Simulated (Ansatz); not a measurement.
Partial pair distribution functions of a relaxed model of amorphous Si₂₄Al₆Y₆O₄₈N₁₂, broadened by 0.06 Å; density 3.10 g/cm³. Method: PBE, scalar-relativistic without spin-orbit coupling (plane waves to 420 eV, PAW; Ansatz, a first-principles code).

The cell was made by melting and quenching with the CHGNet potential and then relaxed with DFT. O and N atoms were pushed apart under 1.9 Å during the dynamics, to hinder bonds among them. The hot cell started wider than the set density and was brought back towards it in steps. It is the lowest in DFT energy of 2 quenches. It is a model cell: composition and starting density were chosen by hand, and all elements were melted together. No dispersion term was used. Its density started from a set value of 3.20 and ended at 3.10 g/cm³. Cooling (nominally 570 K/ps over its main leg) ran many orders faster than in experiment, which tends to leave more defects and strain. Values belong to this one cell and scatter from quench to quench. Volume and shape were free in the relaxation.

```
r (Å)  g Si-O  g Y-O  g Si-Si  g O-O
-----  ------  -----  -------  -----
1.40     0.01   0.00     0.00   0.00
1.50     1.17   0.00     0.00   0.00
1.60     9.90   0.00     0.00   0.00
1.70     8.97   0.00     0.00   0.00
1.80     1.58   0.00     0.00   0.00
1.90     0.18   0.00     0.00   0.00
2.00     0.00   0.21     0.00   0.00
2.10     0.00   2.71     0.00   0.00
2.20     0.00   5.34     0.01   0.01
2.30     0.00   4.10     0.20   0.15
2.40     0.00   3.32     0.51   0.79
2.50     0.00   2.86     0.39   1.72
2.60     0.00   1.65     0.06   2.43
2.70     0.05   0.55     0.37   3.29
2.80     0.15   0.39     1.77   2.63
2.90     0.41   0.09     3.31   1.42
3.00     0.65   0.25     2.77   1.03
3.10     0.91   0.28     2.63   1.03
3.20     0.97   0.63     2.80   0.81
3.30     0.96   0.21     0.96   0.80
3.40     1.09   0.24     0.23   0.73
3.50     1.06   0.66     0.09   0.95
3.60     1.19   1.08     0.19   0.87
3.70     1.19   1.65     0.19   0.54
3.80     1.12   1.20     0.36   0.62
3.90     1.47   0.87     0.53   0.67
4.00     1.58   0.89     0.13   0.83
4.10     1.48   1.67     0.33   0.78
4.20     1.54   1.33     0.68   0.65
4.30     1.47   1.64     1.15   0.56
4.40     1.36   1.26     1.44   1.05
4.50     0.97   1.03     1.15   1.19
4.60     0.73   1.05     1.20   1.05
4.70     0.73   0.93     1.25   1.12
4.80     0.91   0.94     1.10   1.18
4.90     0.85   1.12     0.69   1.23
5.00     0.64   0.85     0.85   1.06
5.10     0.67   0.74     0.98   1.07
5.20     0.73   0.76     1.32   1.36
5.30     0.87   0.63     1.26   1.20
```

Within 1.98 Å each Si has 2.92 O neighbours on average.
